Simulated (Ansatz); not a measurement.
Functionals compared on OH on the 1x1 (100) surface of monoclinic HfO2 (cut with top plane 2 O), one in a 1x1 cell, started at the site 'over Hf at depth 1.0 Å', in Ansatz (plane waves, PAW). The structure was relaxed with PBE; the other rows are single points on it, each with its references at the same level. Cutoff 420 eV (500 eV for r2SCAN). The points keep PBE's geometry, so the relaxation of a polaron and the settling of charge on one site are left out.

Host crystal: monoclinic HfO2, with a band gap (PBE, scalar-relativistic without spin-orbit coupling).

Set-up: 26 atoms, 9.3 Å thick at the start under the adsorbate (thin: gaps and levels are the slab's own); mesh 4x4x1; 0.01 eV smearing; dipole correction on; 12 atoms held, the rest relaxed; no symmetry held; spin-polarised, ending with about 1.0 μB a cell, a value that depends on the mesh; orders that need a larger cell were not tried, no spin-orbit, no U, no dispersion correction. The slab shows no gap over 0.04 eV on its mesh. At the end it is bonded to Hf. In PBE it is, or lies within 0.03 eV of, the lowest of the starts that converged. These notes are the PBE run's. r2SCAN: The program's check for a lower electronic state was not made. Adsorption energies are against H2O(g) − ½ H2(g). A negative adsorption energy means that the adsorbate is more stable on the surface than in its reference.

| functional | adsorption energy (eV) | work function of the top face (eV) | rough cost of the single point |
|---|---|---|---|
| PBE | 1.39 | 6.84 | – |
| RPBE | [?] | [?] | about 6 core-minutes (a rough figure) |
| r2SCAN | 1.28 | 6.78 | very roughly 9 core-minutes |

Fill in the missing entries.


- RPBE, adsorption energy (eV): 1.46
- RPBE, work function of the top face (eV): 6.72

Ansatz is an electronic-structure program.
